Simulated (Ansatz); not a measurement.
Here is the system:

```xyz
5
Lattice="6.1391 0.0000 0.0000 0.0000 6.1391 0.0000 0.0000 0.0000 6.1391" Properties=species:S:1:pos:R:3 pbc="T T T"
Cs     0.0000     0.0000     0.0000
Sn     3.0695     3.0695     3.0695
I      3.0695     0.0000     3.0695
I      0.0000     3.0695     3.0695
I      3.0695     3.0695     0.0000
```

No spin polarisation.

Level of theory: LDA (Ansatz, a program for electronic structure), spin-orbit coupling left out. Γ-centred 8×8×8 mesh, Fermi–Dirac width 0.05 eV.

Problem. Predict the space group, band gap and pressure.

Solution. The space group is Pm-3m (No. 221), the band gap is 0.16 eV and the pressure is -1.0 GPa.

With I present, leaving out spin-orbit coupling can change the band edges. The cells carry an imposed strain or load. Whether these cells are dynamically stable was not tested. The cell was made from CsSnI3 in the cubic perovskite structure (space group Pm-3m, No. 221) by this change: isotropic strain +1.80 %. Many cubic perovskites are stable only at high temperature; tilts and polar distortions were not tested. The zero or small gap of CsSnI3 can change with the level of theory.
